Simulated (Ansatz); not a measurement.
Partial pair distribution functions of a relaxed model of amorphous Si$_{24}$O$_{51}$Ga$_{2}$, broadened by 0.06 Å; density 2.36 g/cm³. These are PBE, scalar-relativistic without spin-orbit coupling (plane waves to 420 eV, PAW; Ansatz, a program for electronic structure) values and carry that method's errors.

A CHGNet melt-quench gave the starting glass, which DFT then relaxed. O atoms were pushed apart under 1.9 Å during the dynamics, to hinder bonds among them. The hot cell started wider than the set density and was brought back towards it in steps. It is the lowest in DFT energy of 2 quenches. It is a model cell: composition and starting density were chosen by hand, and all elements were melted together. No dispersion term was used. Its density started from a set value of 2.36 and ended at 2.36 g/cm³. Cooling (nominally 320 K/ps over its main leg) ran many orders faster than in experiment, which tends to leave more defects and strain. A cell of this size samples the disorder only roughly. The volume was held where the preparation left it and the shape relaxed, at a PBE pressure of -2.3 GPa (tension). Stress components on the final sampling reach 2.3 GPa.

| r (Å) | g Si-O | g O-Ga | g Si-Si | g O-O |
|---|---|---|---|---|
| 1.40 | 0.02 | 0.00 | 0.00 | 0.00 |
| 1.50 | 1.66 | 0.00 | 0.00 | 0.00 |
| 1.60 | 13.83 | 0.03 | 0.00 | 0.00 |
| 1.70 | 10.03 | 1.90 | 0.00 | 0.00 |
| 1.80 | 0.83 | 10.29 | 0.00 | 0.00 |
| 1.90 | 0.16 | 6.03 | 0.00 | 0.00 |
| 2.00 | 0.04 | 0.51 | 0.00 | 0.00 |
| 2.10 | 0.00 | 0.00 | 0.00 | 0.00 |
| 2.20 | 0.00 | 0.00 | 0.00 | 0.00 |
| 2.30 | 0.00 | 0.00 | 0.01 | 0.04 |
| 2.40 | 0.00 | 0.00 | 0.21 | 0.18 |
| 2.50 | 0.00 | 0.00 | 0.28 | 1.34 |
| 2.60 | 0.00 | 0.00 | 0.02 | 4.44 |
| 2.70 | 0.00 | 0.00 | 0.03 | 5.01 |
| 2.80 | 0.00 | 0.00 | 0.43 | 2.55 |
| 2.90 | 0.03 | 0.00 | 1.23 | 1.03 |
| 3.00 | 0.15 | 0.00 | 2.83 | 0.60 |
| 3.10 | 0.25 | 0.19 | 4.81 | 0.55 |
| 3.20 | 0.51 | 1.13 | 3.71 | 0.68 |
| 3.30 | 0.73 | 1.74 | 1.17 | 0.69 |
| 3.40 | 0.92 | 1.58 | 0.25 | 0.60 |
| 3.50 | 1.06 | 1.35 | 0.03 | 0.70 |
| 3.60 | 1.32 | 0.97 | 0.00 | 0.53 |
| 3.70 | 1.48 | 1.54 | 0.07 | 0.53 |
| 3.80 | 1.58 | 1.00 | 0.22 | 0.61 |
| 3.90 | 1.45 | 0.33 | 0.39 | 0.57 |
| 4.00 | 1.57 | 0.93 | 0.73 | 0.66 |
| 4.10 | 1.56 | 0.63 | 0.70 | 0.68 |
| 4.20 | 1.80 | 1.21 | 0.59 | 0.63 |
| 4.30 | 1.80 | 1.12 | 0.83 | 0.72 |
| 4.40 | 1.17 | 2.45 | 1.19 | 0.90 |
| 4.50 | 0.71 | 1.68 | 1.17 | 0.98 |
| 4.60 | 0.70 | 0.57 | 1.09 | 1.10 |
| 4.70 | 0.66 | 0.89 | 1.07 | 1.08 |
| 4.80 | 0.68 | 0.75 | 0.81 | 1.22 |
| 4.90 | 0.63 | 1.15 | 0.81 | 1.36 |
| 5.00 | 0.82 | 1.21 | 1.00 | 1.75 |
| 5.10 | 0.80 | 1.21 | 1.25 | 1.53 |
| 5.20 | 0.73 | 1.21 | 1.50 | 1.32 |

Within 2.04 Å each Si has 4.00 O neighbours on average.
